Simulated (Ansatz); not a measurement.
Al2Cu: response to strain

The reference is Al2Cu (space group I4/mcm, No. 140; a = 6.0058 Å, c = 4.7897 Å). Axes: x, y, z lie along a, b, c of the conventional cell.

Strains are applied to the cell and any free atomic positions relax.

Level of theory: r2SCAN, PAW, 500 eV (Ansatz, a first-principles code; no spin-orbit coupling).

Notes on the quantities. pressure: mean of the normal stresses, compression positive; energy relative to the base: free energy F.

```csv
variant,pressure,energy relative to the base,volume per atom,space group
base,0.0 GPa,0 meV/atom,14.40 Å³,I4/mcm (No. 140)
isotropic strain +4.31 %,-10.7 GPa,…,16.34 Å³,I4/mcm (No. 140)
uniaxial strain ε_xx = −0.36 %,0.4 GPa,+0.1 meV/atom,14.35 Å³,Ibam (No. 72)
tensor shear ε_yz = −3.79 %,0.4 GPa,…,14.38 Å³,C2/c (No. 15)
```

**Question.** What belongs in the blanks?

**Answer.** 
- isotropic strain +4.31 %, energy relative to the base: +73 meV/atom
- tensor shear ε_yz = −3.79 %, energy relative to the base: +8.2 meV/atom

Without a gap, meshes like the base's 12×12×12 leave anisotropic stresses uncertain by several tenths of a GPa, and small strain energies with them. Stability against distortions was not tested. The final runs are not spin-polarised.
